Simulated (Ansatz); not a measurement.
```yaml
crystal:
  lattice:
    - [4.95109, 0.00000, 0.00000]
    - [-2.47554, 4.28777, 0.00000]
    - [0.00000, 0.00000, 5.76347]
  atoms:
    - { symbol: Pb, position: [0.66667, 0.33333, 0.25000] }
    - { symbol: Pb, position: [0.33333, 0.66667, 0.75000] }
    - { symbol: S, position: [0.66667, 0.33333, 0.75000] }
    - { symbol: S, position: [0.33333, 0.66667, 0.25000] }
```

A single point on hypothetical P6_3/mmc PbS with a change (uniaxial strain ε_zz = −2.58 %), its geometry relaxed with PBEsol.

All numbers come from PBEsol in Ansatz (plane waves to 420 eV, PAW, spin-orbit coupling included). k-mesh 8×8×6 (Γ-centred); smearing 0.05 eV (Fermi–Dirac).

Q: What pressure does the calculation give?

A: 1.19 GPa.

Q: What is the computed band gap?

A: 0.52 eV.

Q: What electron mass does the calculation give?

A: 0.076 mₑ along z, 0.28 mₑ across (at H).

Q: What gap character does the calculation give?

A: Direct at H.

Single points use the geometry relaxed with PBEsol. Masses are band curvatures over ±0.01 Å⁻¹ around the edge. Stability against distortions was not tested. The cell was made from PbS (space group P6_3/mmc, No. 194; a hypothetical phase, not in the database extracts checked) by this change: uniaxial strain ε_zz = −2.58 %.

Ansatz is a program for electronic structure.
